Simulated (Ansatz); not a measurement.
One hop of interstitial Li in diamond, charge +1 (Li moves farthest, from the lowest site run), by climbing-image NEB in supercells of different size; the k-point mesh changes with the cell. All values below come from PBE, PAW (plane waves to 420 eV; Ansatz, an electronic-structure program). Static nuclei, no finite-size correction. Saddle orders were checked for a part of the study's bands only and are not shown. Charge states are imposed.

```json
[
 {"Cell and mesh": "64 sites, 3×3×3 shifted, single points at the band's geometries", "Hop (Å)": "1.55", "Neighbours at the saddle": "6 C at 1.61 Å", "Barrier (eV)": "1.85"},
 {"Cell and mesh": "216 sites, 2×2×2 shifted, single points at the band's geometries", "Hop (Å)": "1.55", "Neighbours at the saddle": "6 C at 1.61 Å", "Barrier (eV)": "?"}
]
```

**Question.** Fill in the missing entries.

**Answer.** 
- 216 sites, 2×2×2 shifted, single points at the band's geometries, Barrier (eV): 1.81

From the smallest to the largest cell the barrier changes by -0.04 eV.
